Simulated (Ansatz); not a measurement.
PtTe2: response to strain

Take PtTe2 (space group P-3m1, No. 164; a = 4.053 Å, c = 5.097 Å; layered; relaxed with 0.1 eV smearing) as the base.

Strains are applied to the cell and any free atomic positions relax.

Method: plane-wave PAW DFT at the PBE-D3(BJ) level (Ansatz, a program for electronic structure, 420 eV), no spin-orbit coupling.

Notes on the quantities. pressure: mean of the normal stresses, compression positive; energy relative to the base: free energy F.

```tsv
change	pressure	energy relative to the base	shortest interatomic distance	largest internal atomic displacement
base	0.0 GPa	0 meV/atom	2.707 Å	–
isotropic strain −3.00 %	9.2 GPa	+55 meV/atom	2.657 Å	0.061 Å
isotropic strain −2.00 %	5.6 GPa	+23 meV/atom	2.674 Å	0.042 Å
isotropic strain −1.50 %	4.0 GPa	+13 meV/atom	2.682 Å	0.033 Å
isotropic strain −0.50 %	1.2 GPa	+1.3 meV/atom	2.699 Å	0.011 Å
isotropic strain +0.50 %	-1.1 GPa	+1.3 meV/atom	2.714 Å	0.012 Å
isotropic strain +1.00 %	-2.1 GPa	+5.0 meV/atom	2.722 Å	0.024 Å
isotropic strain +1.50 %	-3.0 GPa	+11 meV/atom	2.729 Å	0.036 Å
isotropic strain +2.50 %	-4.7 GPa	+29 meV/atom	2.744 Å	0.061 Å
isotropic strain +3.00 %	-5.4 GPa	+41 meV/atom	2.751 Å	0.075 Å
```

No phonon test of stability was made. The final runs are not spin-polarised.
